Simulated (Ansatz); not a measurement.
**Worked example: self-consistent single point of CsMg₆Al (Amm2, 8 atoms in the cell) in Ansatz (an electronic-structure program)**

Method: PBEsol, default PAW files made with PBE (plane waves; Ansatz).

Input as run:

Ansatz 0.2 input:
```yaml
crystal:
  lattice:
    - [5.121060, 0.000000, 0.000000]
    - [0.000000, 3.042755, 8.889710]
    - [0.000000, -3.042755, 8.889710]
  atoms:
    - { symbol: Cs, position_ang: [2.560530, -0.000000, 12.625522] }
    - { symbol: Mg, position_ang: [2.560530, -1.494358, 7.666486] }
    - { symbol: Mg, position_ang: [2.560530, 1.494358, 7.666486] }
    - { symbol: Mg, position_ang: [0.000000, -1.530506, 9.709519] }
    - { symbol: Mg, position_ang: [0.000000, 1.530506, 9.709519] }
    - { symbol: Mg, position_ang: [0.000000, 0.000000, 6.727733] }
    - { symbol: Mg, position_ang: [0.000000, -0.000000, 15.846086] }
    - { symbol: Al, position_ang: [2.560530, -0.000000, 1.166152] }
basis:
  ecutwfc: 420.0
kpoints:
  mp_grid: { grid: [5, 4, 4], shift: [0.5, 0.5, 0.5] }
hamiltonian:
  xc: pbesol
  pseudopotentials: { kind: paw }
scf:
  occupations: { method: cold, width: 0.05 }
output:
  forces: true
  eigenvalues: true
  stress: true
```

Log, with long lists cut:

```
WARN ansatz: RAYON_NUM_THREADS=1 ignored (pool sized by the plan → 1); use --threads N
Pseudopotentials: kind: paw
Pseudopotential: Cs, paw, valence charge 9
Pseudopotential: Mg, paw, valence charge 10
Pseudopotential: Al, paw, valence charge 3
Crystal: 8 atoms, lattice volume = 277.041 Å³
Basis set: ecut = 420 eV, 5403 PW (Γ), exchange–correlation on 72×128×128 points (8 copies of the dense FFT grid, shifted against one another)
Bands: 44, of which v1, the nominal top of the filled ones, is band 36 counted from 1 (35 counted from 0)
Symmetry: 4 space group operations
Space group: Amm2 (ITA 38), of the structure as read, at distance tolerance 6.5e-5 Å
k-points: 18 of 80 (time reversal used)
PAW frozen core: Cs, regenerated for the run's functional, and the local potential with it
PAW frozen core: Mg, regenerated for the run's functional, and the local potential with it
PAW frozen core: Al, regenerated for the run's functional, and the local potential with it
Initial density: superposition of atomic densities (neutral atoms: chi_scale 0, normalization atom), corrected by the library's trained network
Initial wavefunctions: pseudopotential atomic-orbital guess
Eigensolver: davidson
Functional: x = pbesol(κ = 0.804, μ = 0.12345679012345678), c = pbesol(β = 0.046)
SCF iter   1: F=—  HF=-17580.732954 eV  |F-HF|=—  |Δ(HF+E_count)|=         —  Δρ=2.47e-3  dr2=8.35e-2  ethr=1.77e-3  ⟨swp⟩=10.5  Hψ=3711  notcnv=0  defer=1
all-band conjugate gradients solve this SCF's bands
preconditioner: auto → LDOS
SCF iter   2: F=—  HF=-17580.723071 eV  |F-HF|=—  |Δ(HF+E_count)|=   9.88e-3  S|Δr|=    0.00e0  Δρ=1.43e-3  dr2=2.90e-2  ethr=1.16e-4  ⟨swp⟩=3.2  Hψ=1568  notcnv=0  defer=46
SCF iter   3: F=—  HF=-17580.720212 eV  |F-HF|=—  |Δ(HF+E_count)|=   2.86e-3  S|Δr|=    0.00e0  Δρ=9.08e-4  dr2=1.25e-2  ethr=4.03e-5  ⟨swp⟩=2.6  Hψ=1402  notcnv=0  defer=46
SCF iter   4: F=—  HF=-17580.718376 eV  |F-HF|=—  |Δ(HF+E_count)|=   1.84e-3  S|Δr|=    0.00e0  Δρ=4.41e-4  dr2=2.41e-3  ethr=1.73e-5  ⟨swp⟩=2.7  Hψ=1248  notcnv=0  defer=46
SCF iter   5: F=—  HF=-17580.717987 eV  |F-HF|=—  |Δ(HF+E_count)|=   3.89e-4  S|Δr|=    0.00e0  Δρ=1.86e-4  dr2=4.62e-4  ethr=3.35e-6  ⟨swp⟩=2.0  Hψ=946  notcnv=0  defer=46
SCF iter   6: F=—  HF=-17580.717919 eV  |F-HF|=—  |Δ(HF+E_count)|=   6.78e-5  S|Δr|=    0.00e0  Δρ=8.05e-5  dr2=4.54e-5  ethr=6.41e-7  ⟨swp⟩=2.0  Hψ=947  notcnv=0  defer=46
SCF iter   7: F=—  HF=-17580.717828 eV  |F-HF|=—  |Δ(HF+E_count)|=   9.12e-5  S|Δr|=    0.00e0  Δρ=4.05e-5  dr2=1.01e-5  ethr=6.31e-8  ⟨swp⟩=2.0  Hψ=1000  notcnv=0  defer=46
SCF iter   8: F=—  HF=-17580.717826 eV  |F-HF|=—  |Δ(HF+E_count)|=   1.73e-6  S|Δr|=    0.00e0  Δρ=1.81e-5  dr2=2.15e-6  ethr=1.41e-8  ⟨swp⟩=2.0  Hψ=948  notcnv=0  defer=46
SCF iter   9: F=—  HF=-17580.717825 eV  |F-HF|=—  |Δ(HF+E_count)|=   4.18e-7  S|Δr|=    0.00e0  Δρ=6.26e-6  dr2=2.77e-7  ethr=2.98e-9  ⟨swp⟩=2.0  Hψ=951  notcnv=0  defer=47
SCF iter  10: F=-17580.717825 eV  HF=-17580.717825 eV  |F-HF|=1.04e-8  |Δ(HF+E_count)|=   4.39e-8  S|Δr|=    0.00e0  Δρ=2.00e-6  dr2=2.29e-8  ethr=1.39e-10  ⟨swp⟩=11.2  Hψ=3131  notcnv=0
SCF 1 converged in 10 iterations: F = -17580.717825 eV  dr2 = 2.29e-8
SCF converged after 10 iterations
Stability not checked (fill_not_monotonic)
Free energy (F): -17580.717825 eV
Harris-Foulkes:  -17580.717825 eV  (|F-HF|=1.04e-8)
Internal energy: -17580.711346 eV  (E = F + TS)
E sigma→0 (E₀):  -17580.715666 eV
Entropy (-TS):   -0.006479 eV (-0.810 meV/atom)
Fermi energy:    3.660269 eV
--- Per-component energies (eV) ---
  E_band       = -2325.530851
  E_kinetic    = 608.710075
  E_local      = -13036.294554  (includes V_loc(G=0)·N_el)
  E_nonlocal   = 621.444821
  E_hartree    = 5018.299953
  E_xc         = -376.049173
  E_vxc        = -367.821946  (∫ρ·V_xc dr)
  E_paw        = -7126.560953  (= ΣΔE_a)
  E_vpaw       = -188.163486  (= ΣTr[D̂ρ^β])
  E_aug_tail   = -0.000015  (compensation charges beyond the density's cutoff)
  E_ewald      = -3290.777973
  E_core_change = 0.516473  (= ΣΔE_core)
  E_smearing   = -0.006479  (= −TS)
  E_closure    = 0.000000  (closes the sum)
  Σ components = -17580.717825   (vs F -17580.717825, Δ=0.00e0)
--- Forces (eV/Å), atoms counted from 1 ---
  atom   1  Cs     0.00000000     0.00000000    -0.05471178
  atom   2  Mg     0.00000000     0.12414684     0.02142528
  atom   3  Mg     0.00000000    -0.12414684     0.02142528
  atom   4  Mg     0.00000000     0.14182173    -0.01994561
  atom   5  Mg     0.00000000    -0.14182173    -0.01994561
  atom   6  Mg     0.00000000     0.00000000     0.11968890
  atom   7  Mg     0.00000000     0.00000000    -0.10919193
  atom   8  Al     0.00000000     0.00000000     0.04125304
  max |Σ_I F_I| component: 2.42e-6 eV/Å
--- Stress (GPa, compression-positive) ---
       -1.975697       0.000000       0.000000
        0.000000       0.842869       0.000000
        0.000000       0.000000      -0.128411
  P = ⅓ Tr σ = -0.4204 GPa (-4.204 kbar)
  The stress holds the Pulay correction. Without it, at fixed plane waves, as pw.x and ABINIT print it: P = -0.4245 GPa
--- Band table (eV; the first three rows and the last of 18) ---
  k-point 0: bands = ["-72.1736", "-72.1717", "-72.1550", "-72.0576", "-71.9716", "-71.9696", "-39.1395", "-39.1325", "-39.1305", "-39.1221", "-39.1008", "-39.0987", "-39.0981", "-39.0880", "-39.0740", "-39.0238", "-39.0028", "-38.9732", "-38.9373", [...]
  k-point 1: bands = ["-72.1734", "-72.1720", "-72.1550", "-72.0576", "-71.9713", "-71.9698", "-39.1380", "-39.1333", "-39.1297", "-39.1196", "-39.1025", "-39.1005", "-39.0985", "-39.0880", "-39.0731", "-39.0238", "-39.0028", "-38.9742", "-38.9346", [...]
  k-point 2: bands = ["-72.1728", "-72.1726", "-72.1550", "-72.0576", "-71.9708", "-71.9703", "-39.1354", "-39.1353", "-39.1292", "-39.1128", "-39.1106", "-39.0996", "-39.0993", "-39.0880", "-39.0722", "-39.0237", "-39.0028", "-38.9752", "-38.9302", [...]
  k-point 17: bands = ["-72.1734", "-72.1720", "-72.1550", "-72.0575", "-71.9713", "-71.9698", "-39.1380", "-39.1334", "-39.1298", "-39.1196", "-39.1025", "-39.1005", "-39.0985", "-39.0878", "-39.0733", "-39.0238", "-39.0025", "-38.9746", [...]
```

The run converged in 10 iterations.

The starting cell comes from a database of computed structures (which also holds hypothetical and non-ambient phases and stackings), without a prior relaxation at this level. Ansatz's pressure includes its estimate of the finite-basis (Pulay) stress.
